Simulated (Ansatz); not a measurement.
Bond-angle distributions (per cent of the angles at each element, bins of 10°) of a relaxed model of amorphous Ge₁₂Sb₁₂Te₃₀Ag₃ at 6.28 g/cm³. These are PBE-D3(BJ), scalar-relativistic without spin-orbit coupling, PAW (Ansatz default set, large-core Te) (plane waves to 420 eV; Ansatz, a program for electronic structure) values and carry that method's errors.

It comes from a melt-quench run on a machine-learned potential (CHGNet), relaxed afterwards by DFT. The hot cell started wider than the set density and was brought back towards it in steps. It is the lowest in DFT energy of 3 quenches. It is a model cell: composition and starting density were chosen by hand, and all elements were melted together. The geometry includes D3(BJ) dispersion. Its density started from a set value of 5.96 and ended at 6.28 g/cm³. Cooling (nominally 76 K/ps over its main leg) ran many orders faster than in experiment, which tends to leave more defects and strain. A cell of this size samples the disorder only roughly. Volume and shape were free in the relaxation. On a 2×2×2 Γ-centred mesh force components of up to 0.28 eV/Å stay, since the relaxation ran on one k-point at (1/4, 1/4, 1/4).

Bonds are counted up to Ge-Ge 2.82 Å, Ge-Sb 3.11 Å, Ge-Te 3.02 Å, Ge-Ag 3.18 Å, Sb-Sb 3.12 Å, Sb-Te 3.42 Å, Sb-Ag 3.41 Å, Te-Te 3.31 Å, Te-Ag 3.40 Å, Ag-Ag 3.48 Å.

| angle (°) | at Ge | at Sb | at Te |
|---|---|---|---|
| 50-60 | 0 | 5 | 3 |
| 60-70 | 0 | 2 | 6 |
| 70-80 | 4 | 12 | 13 |
| 80-90 | 13 | 22 | 20 |
| 90-100 | 38 | 20 | 16 |
| 100-110 | 21 | 12 | 13 |
| 110-120 | 11 | 6 | 6 |
| 120-130 | 2 | 2 | 6 |
| 130-140 | 6 | 2 | 6 |
| 140-150 | 0 | 3 | 2 |
| 150-160 | 2 | 5 | 5 |
| 160-170 | 2 | 9 | 2 |
| 170-180 | 2 | 0 | 2 |

They go with these counts of neighbours within the cut-offs, cation contacts included: Ge mean 3.4, most often 3; Sb mean 5.0, most often 5; Te mean 3.5, most often 3.
